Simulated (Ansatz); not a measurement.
# CaSe, response to strain

The parent structure is CaSe in the rock salt structure (space group Fm-3m, No. 225).

```
CELL_PARAMETERS angstrom
      0.00000     2.93425     2.93425
      2.93425     0.00000     2.93425
      2.93425     2.93425     0.00000
ATOMIC_POSITIONS crystal
  Ca 0.00000 0.00000 0.00000
  Se 0.50000 0.50000 0.50000
```

Cartesian axes are those of the cell as printed.

Strains are applied to the cell and any free atomic positions relax; under biaxial strain the out-of-plane vector relaxes too.

Computed with Kohn–Sham DFT with the PBEsol functional, run in Ansatz (an electronic-structure program) with PAW and 420 eV plane waves, without spin-orbit coupling.

Candidates:
(a) biaxial strain +2.50 %, plane normal [111], relaxed out of plane
(b) biaxial strain +0.83 %, plane normal [111], relaxed out of plane
(c) biaxial strain −0.42 %, plane normal [111], relaxed out of plane
(d) biaxial strain −0.83 %, plane normal [111], relaxed out of plane

Notes on the quantities. in-plane stress: mean in-plane stress (compression positive).

**Question.** Order them by in-plane stress, highest first.

**Answer.** (d) biaxial strain −0.83 %, plane normal [111], relaxed out of plane (+0.8 GPa), (c) biaxial strain −0.42 %, plane normal [111], relaxed out of plane (+0.4 GPa), (b) biaxial strain +0.83 %, plane normal [111], relaxed out of plane (-0.8 GPa), (a) biaxial strain +2.50 %, plane normal [111], relaxed out of plane (-2.2 GPa)

Whether these cells are dynamically stable was not tested.
